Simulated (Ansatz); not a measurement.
System: CaZnF₄ (I4₁/a, No. 88, 12 atoms in the cell; start COD 1529060). Method: LDA (plane waves, PAW; Ansatz, a program for electronic structure).

Run with plane-wave cutoff 520 eV, 10×10×10 k mesh, Fermi–Dirac smearing 0.01 eV, scalar-relativistic PAW data made under PBE.

Cell (relaxed at this level):

```
CaZnF4
1.0
   -2.57722     2.57722     5.36991
    2.57722    -2.57722     5.36991
    2.57722     2.57722    -5.36991
Zn Ca F
2 2 8
Direct
  0.75000   0.25000   0.50000
  0.00000   0.00000   0.00000
  0.25000   0.75000   0.50000
  0.50000   0.50000   0.00000
  0.16624   0.72481   0.07419
  0.84205   0.41624   0.94143
  0.65062   0.09205   0.92581
  0.47481   0.90062   0.05857
  0.58376   0.52519   0.42581
  0.90795   0.83376   0.55857
  0.09938   0.15795   0.57419
  0.27519   0.34938   0.44143
```

### Question
Give the computed band gap and bulk modulus.

### Answer

* **band gap**: 5.35 eV (on the SCF k mesh)
* **bulk modulus**: 86.8 GPa

Note: the relaxation could not lower the start's symmetry, so the cell can be a saddle point above a distorted one; the bulk modulus is −V dP/dV from two relaxed cells at ±2 % in volume.

Cost on a shared machine: around 14 core-minutes (rough).
